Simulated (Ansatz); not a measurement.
The starting structures come from a database of crystals and need not be the phases stable at ambient conditions.

By PBEsol, the system below comes out a metal.

Without scattering a metal conducts by its projected Fermi surface.

Data:

```yaml
crystal:
  lattice:
    - [3.83397, 0.00000, 0.00000]
    - [0.00000, 8.58490, 0.00000]
    - [1.91698, 4.29245, 1.91698]
  atoms:
    - { symbol: Al, position: [0.00000, 0.50000, 0.00000] }
    - { symbol: Al, position: [0.50000, 0.75000, 0.00000] }
    - { symbol: Al, position: [0.50000, 0.25000, 0.00000] }
    - { symbol: Nb, position: [0.00000, 0.00000, 0.00000] }
```

The cell is taken as given; by PBEsol it stands under a pressure of -1.0 GPa.

The current flows along the normal of the first two printed cell vectors, the (100) plane of the conventional cell. No spin-orbit coupling; the value is a mean over 0.1 eV about the Fermi level.

**Question.** State the ballistic conductance per area according to PBEsol in Ansatz (a program for electronic structure).

**Answer.** 0.082 × 10¹⁵ S/m² for both spins.
